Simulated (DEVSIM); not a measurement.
System: Schottky contact on n-type GaN, at 300 K.

Layer 1 from the left is GaN, thickness (μm) 2.60, Nd (cm⁻³) 4.3e16, τn (s) 7.2e-9, τp (s) 2.2e-10.

Left contact: Schottky, work function 4.88 eV, emission velocity 1.7e6 cm/s. Right contact: ohmic. Voltage is applied to the left contact. Recombination: SRH at mid-gap, radiative, Auger. Mobility is μmin + (μ − μmin)/(1 + (N/Nref)^α).

This is a model device: material constants are rounded textbook-type values typed into the input, and sizes, dopings and lifetimes were drawn at random. Values at 300 K.

GaN: gap (eV) 3.43, affinity (eV) 4.1, permittivity 9.5, Nc (cm⁻³) 2.3e18, Nv (cm⁻³) 4.6e19, μn (cm²/Vs) 1200, μp (cm²/Vs) 100, μn,min 55, μp,min 3, Nref,n 2e17, Nref,p 3e17, αn 1, αp 2, B (cm³/s) 1e-11, Cn (cm⁶/s) 1e-30, Cp (cm⁶/s) 1e-30.

Task: Estimate by hand the built-in potential, the peak field at zero bias, the capacitance at -1.5 V, and compare with a numerical solution.

Result: 
- Built-in potential: barrier φB = 0.780 eV; Vbi = φB − kT/q ln(N_band/N) = 0.677 V; numerical 0.677 V.
- Peak field at zero bias: depletion approximation: W = √(2εVbi/(qN)) = 0.129 μm with N = 4.30e16 cm⁻³; field = 2Vbi/W = 105000 V/cm; numerical 103000 V/cm (estimate above by 2.4 %).
- Capacitance at -1.5 V: C = √(qεN / 2(Vbi + |V|)) = 36.5 nF/cm²; numerical 36.7 nF/cm² (estimate below by 0.59 %).

Model (solved in DEVSIM): 1D drift-diffusion, Boltzmann statistics, complete ionisation; no tunnelling, impact ionisation, image-force lowering or self-heating. Metal contacts follow the ideal Schottky-Mott rule: no Fermi-level pinning, no interface dipoles.
